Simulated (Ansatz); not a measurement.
Relaxation of the outer planes of the (11-21) surface of hcp Lu in its 1x1 cell, outermost plane spacing 0.83 Å in the ideal cut.

Computed with PBE (plane waves to 420 eV, PAW; Ansatz, an electronic-structure program).

Model: 13-atom slab, 10.0 Å thick at the start (thin: gaps and levels are the slab's own), 7x7x1 mesh, Fermi-Dirac 0.1 eV, dipole correction, all atoms relaxed; start symmetry kept, larger cells not searched; no spin, no spin-orbit, no U.

```
plane  atoms  bulk spacing to the next (Å)  relaxed spacing (Å)  change (%)  rumpling (Å)
-----  -----  ----------------------------  -------------------  ----------  ------------
1         Lu                         0.835                    ?           ?          0.00
2         Lu                         0.835                0.730       -12.5          0.00
```

### Question
Complete the blanks.

### Answer

- 1, relaxed spacing (Å): 0.778
- 1, change (%): -6.7
